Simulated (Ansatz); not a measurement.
A (14,0) SiC nanotube has 56 atoms in a period of 5.358 Å, a mean diameter of 13.84 Å, and lies 31 meV/atom over the flat sheet relaxed at the same level.

Computed with PBE (plane waves to 420 eV, PAW; Ansatz, an electronic-structure program). Mesh 1×1×6. No spin polarisation. Periodic along z alone, with about 11 Å of vacuum beside it. A hypothetical model, rolled from the flat sheet. Only distortions within the start's symmetry and period were free.

Q: Which bending rigidity of the sheet does this imply in the thin-plate picture?

A: A plate bent to radius R stores D/(2R²) an area. The area an atom is π × 13.84 × 5.358/56 = 4.16 Å², so the stored energy is 0.031/4.16 = 0.0075 eV/Å². With R = 6.920 Å, D = 2R² × 0.0075 = 0.72 eV.
